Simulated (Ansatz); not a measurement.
The parent structure is SrTiO3 (space group I4/mcm, No. 140).

```yaml
crystal:
  lattice:
    - [-2.74364, 2.74364, 3.90436]
    - [2.74364, -2.74364, 3.90436]
    - [2.74364, 2.74364, -3.90436]
  atoms:
    - { symbol: Sr, position: [0.75000, 0.25000, 0.50000] }
    - { symbol: Sr, position: [0.25000, 0.75000, 0.50000] }
    - { symbol: Ti, position: [0.00000, 0.00000, 0.00000] }
    - { symbol: Ti, position: [0.50000, 0.50000, 0.00000] }
    - { symbol: O, position: [0.77462, 0.27462, 0.04923] }
    - { symbol: O, position: [0.22538, 0.72538, 0.95077] }
    - { symbol: O, position: [0.27462, 0.22538, 0.50000] }
    - { symbol: O, position: [0.72538, 0.77462, 0.50000] }
    - { symbol: O, position: [0.75000, 0.75000, 0.00000] }
    - { symbol: O, position: [0.25000, 0.25000, 0.00000] }
```

Method: PBEsol/PAW in Ansatz (a quantum-chemistry and plane-wave program), spin-orbit coupling left out.

Before the change:

The band gap is 1.97 eV. The c/a ratio is 1.423.

One thing is altered: cell and atoms relaxed at a pressure of 7.5 GPa.

How does this affect the band gap and c/a ratio?

The band gap goes up by 0.11 eV, from 1.97 eV to 2.08 eV; the c/a ratio grows by 0.005 to 1.428.

Load acts through the strain it causes; cell and atoms are relaxed under it. No phonon test of stability was made. No other phases were tried under pressure. The final runs are not spin-polarised. This is not the structure that SrTiO3 has at room temperature and ambient pressure.
